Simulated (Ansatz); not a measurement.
The starting structures come from a database of crystals and need not be the phases stable at ambient conditions.

 Where the default PAW files enter, the runs use the earlier of Ansatz's two default sets.

The decay constant κ of evanescent states in the gap governs leakage through a thin film.

Given:

```
CELL_PARAMETERS angstrom
      7.34680     0.00000     0.00000
     -3.67340     6.36251     0.00000
      3.67340     2.12084     2.99932
ATOMIC_POSITIONS crystal
  Sr 0.50000 0.50000 0.00000
  Sr 0.50000 0.00000 0.00000
  Sr 0.00000 0.50000 0.00000
  Sb 0.00000 0.00000 0.00000
  N  0.00000 0.50000 0.50000
```

Space group of this cell: Pm-3m, anti-perovskite. The cell is taken as given.

Transport runs along the normal of the first two printed cell vectors, the (111) plane of the conventional cell.

The gap is the functional's own, uncorrected, and κ follows it; spin-orbit coupling is left out. Mid-gap values are interpolated between the computed energies.

Task: Compute, with Ansatz (a program for electronic structure) with r2SCAN, the band gap and the smallest decay constant κ at mid-gap.

Result: Gap 0.58 eV on a 10×10×10 mesh; κ = 0.094 1/Å, at the zone centre.
